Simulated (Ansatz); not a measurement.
Phonon-limited resistivity of LiPdH (P4/mmm) against temperature in μΩ·cm, PBEsol, DFPT electron-phonon coupling, linearised Boltzmann equation (Ansatz, an electronic-structure program), harmonic crystal at a fixed cell. x, y and z are the axes of this cell:
```yaml
crystal:
  lattice:
    - [2.75632, 0.00000, 0.00000]
    - [0.00000, 2.75632, 0.00000]
    - [0.00000, 0.00000, 3.92420]
  atoms:
    - { symbol: Li, position: [0.50000, 0.50000, 0.50000] }
    - { symbol: H, position: [0.50000, 0.50000, 0.00000] }
    - { symbol: Pd, position: [0.00000, 0.00000, 0.00000] }
```

```
T      ρ (x, y)  ρ (z)
-----  --------  -----
50 K      0.170  0.248
77 K      0.512  0.658
100 K     0.919    ___
150 K       ___   2.23
200 K      3.68   3.58
250 K      5.57   5.06
273 K      6.51   5.78
300 K      7.66   6.64
```

### Question
What belongs in the gaps?

### Answer

- 100 K, ρ (z): 1.09
- 150 K, ρ (x, y): 2.11

A metal at this level (no band gap). Only scattering by harmonic phonons is included (no impurities, grain boundaries, electron-electron scattering or thermal expansion). Spin-orbit coupling is left out. Halving the electron mesh (32x32x24) moves the resistivity by up to 2 %. Smearing 0.20 eV; phonons on a 5x5x4 q mesh, which this run doesn't test and which matters most at low temperature.

Computed structure with no diffraction record at hand here (it may be known, metastable or hypothetical): LiPdH (P4/mmm).
